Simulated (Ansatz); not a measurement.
Results of LDA (plane waves, PAW; Ansatz, a quantum-chemistry and plane-wave program) for CsCl-type CuZn.

Run with plane-wave cutoff 520 eV, 18×18×18 k mesh, Fermi–Dirac smearing 0.05 eV, no spin polarisation, scalar-relativistic PAW data made under PBE.

Energies at three volumes about the minimum:

```csv
V (Å³/atom),E − E_lowest (meV/atom)
11.571,2.65
11.807,0.00
12.043,1.92
```

Problem. Fit a parabola by hand: where is the minimum, what lattice constant follows, and what is the bulk modulus?

Solution. Slopes: (0.00 − 2.65)/(11.807 − 11.571) = -11.229 and (1.92 − 0.00)/(12.043 − 11.807) = 8.136 meV/Å³. Curvature E″ = 2 × (8.136 − (-11.229))/(12.043 − 11.571) = 82.055 meV/Å⁶. From the middle of the first interval, the slope vanishes at V0 = 11.6890 − (-11.229)/82.055 = 11.826 Å³/atom. B = V0 E″ = 11.826 × 82.055 meV/Å³ × 0.1602 GPa per meV/Å³ = 155 GPa. With 2 atoms in the cube, a = (2 × 11.826)^(1/3) = 2.870 Å. The full Birch–Murnaghan fit to all volumes gives V0 = 11.821 Å³/atom and B0 = 154 GPa.

Measured, for comparison: bulk modulus 116 GPa (temperature not stated, no zero-point or thermal correction; as tabulated in Nepal et al. (2020), arXiv:2007.11150); lattice constant a 2.958 Å (temperature not stated, no zero-point or thermal correction; as tabulated in First-Principles Study on the Electrical and Thermal Conductivities of Cu–Zn …). Computed less measured: bulk modulus +33 %.
